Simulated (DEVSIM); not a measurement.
Structure: In0.49Ga0.51P/GaAs p-n heterojunction, at 350 K.

```csv
layer (left to right),material,thickness (μm),Nd (cm⁻³),Na (cm⁻³),τn (s),τp (s)
1,In0.49Ga0.51P,0.0510,-,2.3e17,1.1e-7,1.1e-8
2,GaAs,4.10,8.4e16,-,1.1e-8,1.1e-8
```

Left contact: ohmic. Right contact: ohmic. Voltage is applied to the left contact. Recombination: SRH at mid-gap. Mobility is μmin + (μ − μmin)/(1 + (N/Nref)^α).

The device is made up for the run: typed textbook-type constants, with dimensions and the other settings drawn at random. Values at 300 K; Nc and Nv go as T^1.5, mobilities as T to minus their exponent, the gap by Varshni's rule with the affinity fixed.

```tsv
parameter	In0.49Ga0.51P	GaAs
gap (eV)	1.89	1.424
affinity (eV)	4	4.07
permittivity	11.8	12.9
Nc (cm⁻³)	9e17	4.7e17
Nv (cm⁻³)	1.3e19	9e18
μn (cm²/Vs)	1500	8500
μp (cm²/Vs)	80	400
μn,min	400	500
μp,min	15	20
Nref,n	2e16	6e16
Nref,p	1.5e17	1.5e17
αn	0.7	0.39
αp	0.8	0.38
T exponent of μn	1.66	2.1
T exponent of μp	2	2.2
Varshni α (eV/K)	0.0005	0.000541
Varshni β (K)	250	204
```

DEVSIM, 1D drift-diffusion, Boltzmann statistics, complete ionisation; no tunnelling, impact ionisation, image-force lowering or self-heating. Band offsets follow the typed affinities; no thermionic-emission limit at abrupt steps, no polarisation charge.

Task: Tabulate band edges, carrier densities and field at 1.05 V on the left contact.

Result: Energies count from the Fermi level of the right contact; mesh points crowd at the junctions.

```
x (μm)    Ec (eV)  Ev (eV)  n (cm⁻³)  p (cm⁻³)  field (V/cm)
--------  -------  -------  --------  --------  ------------
0.000       0.691   -1.179     < 1e2    2.3e17        -12000
0.004483    0.685   -1.184     4.5e7    1.9e17        -13000
0.01295     0.671   -1.199     1.8e8    1.2e17        -23000
0.02652     0.618   -1.252     1.4e9    2.0e16        -58000
0.04270     0.479   -1.391    1.4e11    2.0e14       -110000
0.04908     0.399   -1.470    2.0e12    1.2e13       -140000
0.05285     0.281   -1.120    5.3e13    6.9e17       -100000
0.06319     0.206   -1.195    6.4e14    5.7e16        -57000
0.08158     0.127   -1.274    8.9e15    4.1e15        -32000
0.1169      0.069   -1.332    6.1e16    6.0e14         -6000
0.1934      0.059   -1.342    8.4e16    4.2e14           -55
0.4218      0.059   -1.342    8.4e16    3.7e14           ≈ 0
0.7968      0.059   -1.342    8.4e16    3.1e14           ≈ 0
1.546       0.059   -1.342    8.4e16    2.2e14           ≈ 0
3.085       0.059   -1.342    8.4e16    7.5e13           ≈ 0
3.620       0.059   -1.342    8.4e16    3.7e13           ≈ 0
3.888       0.059   -1.342    8.4e16    1.8e13           ≈ 0
4.027       0.059   -1.342    8.4e16    8.5e12           ≈ 0
4.105       0.059   -1.342    8.4e16    3.1e12           ≈ 0
4.130       0.059   -1.342    8.4e16    1.4e12           ≈ 0
4.144       0.059   -1.342    8.4e16    5.0e11           ≈ 0
4.151       0.059   -1.342    8.4e16     < 1e2           ≈ 0
```
